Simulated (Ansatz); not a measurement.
Base system: HgS in the zinc blende structure (space group F-43m, No. 216).

```xyz
2
Lattice="0.0000 2.9379 2.9379 2.9379 0.0000 2.9379 2.9379 2.9379 0.0000" Properties=species:S:1:pos:R:3 pbc="T T T"
Hg     0.0000     0.0000     0.0000
S      1.4690     1.4690     1.4690
```

Cartesian axes are those of the cell as printed.

Level of theory: PBEsol (Ansatz, a program for electronic structure), scalar-relativistic without spin-orbit coupling.

Before the change:

| Item | Result |
|---|---|
| Shortest interatomic distance | 2.544 Å |
| Pressure | 0.0 GPa |
| Band gap | zero |

Now apply this change: uniaxial strain ε_zz = +2.00 %, all other strain components held at zero; the atoms relax in the strained cell.

Task: What happens to the shortest interatomic distance, energy relative to the base, pressure and band gap?

Result: The shortest interatomic distance increases by 0.017 Å (2.544 Å → 2.561 Å); the energy rises by 2.2 meV/atom; the pressure (mean of the normal stresses, compression positive) goes from zero to -1.1 GPa; the band gap is still zero.

The mesh was chosen for an insulator and is coarse for the gapless case. Spin-orbit coupling, missing from the scalar runs, can matter with Hg. No phonon test of stability was made. All final runs are without spin polarisation. The zero or small gap of HgS can change with the level of theory.
